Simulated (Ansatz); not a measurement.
# A computed series for PbS: response to strain

The reference is PbS in the rock salt structure (space group Fm-3m, No. 225; a = 5.903 Å). Axes: x, y, z lie along the cube axes.

Strains are applied to the cell and any free atomic positions relax; under biaxial strain the out-of-plane vector relaxes too.

Levels (all Ansatz, a first-principles code, PAW): PBEsol (420 eV, no SOC); r2SCAN (500 eV, no spin-orbit coupling); HSE06 (420 eV, without spin-orbit coupling).

Band gaps by level, all at the geometries relaxed with PBEsol:

```tsv
case	PBEsol	r2SCAN	HSE06
base	0.19 eV	0.55 eV	0.72 eV
biaxial strain −0.66 %, plane normal [001], relaxed out of plane	0.14 eV	0.50 eV	0.66 eV
isotropic strain +3.33 %	0.52 eV	0.90 eV	1.11 eV
strain tensor (xx, yy, zz, yz, xz, xy) = (+0.73, −0.91, −1.48, +0.45, −1.28, +0.61) %	zero	0.27 eV	–
```

Single points use the geometry relaxed with PBEsol. The hybrid gap comes from the SCF mesh plus the semilocal run's edge points and a few special points and is an upper bound. The mesh was chosen for an insulator and is coarse for the gapless case. Spin-orbit coupling, missing from the scalar runs, can matter with Pb. Whether these cells are dynamically stable was not tested. All final runs are without spin polarisation. The zero or small gap of PbS can change with the level of theory.
